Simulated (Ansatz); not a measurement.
# Al2Cu under a change: pressure −1 GPa

The reference is Al2Cu (space group I4/mcm, No. 140; a = 6.0596 Å, c = 4.8745 Å).

The change: hydrostatic tension (pressure −1 GPa).

Method: PBE/PAW in Ansatz (a first-principles code), without spin-orbit coupling. Γ-centred 12×12×12 mesh, Fermi–Dirac width 0.05 eV.

```tsv
quantity	base	changed	shift
density	4.36 g/cm³	4.32 g/cm³	-0.04 g/cm³
c/a ratio	0.804	0.805	+0.0003
shortest interatomic distance	2.437 Å	2.446 Å	+0.009 Å
enthalpy H = E + PV relative to the base's energy	–	-0.09 eV/atom	–
band gap	zero	zero	–
```

Final structure:

```
Al2Cu
1.0
   -3.03972     3.03972     2.44630
    3.03972    -3.03972     2.44630
    3.03972     3.03972    -2.44630
Al Cu
4 2
Direct
  0.65837   0.15837   0.81675
  0.84163   0.65837   0.50000
  0.15837   0.34163   0.50000
  0.34163   0.84163   0.18325
  0.25000   0.25000   0.00000
  0.75000   0.75000   0.00000
```

Cost of the whole job for the changed cell (relaxation, final SCF and bands): roughly 50 core-seconds.

Load acts through the strain it causes; cell and atoms are relaxed under it. Whether these cells are dynamically stable was not tested. The final runs are not spin-polarised.
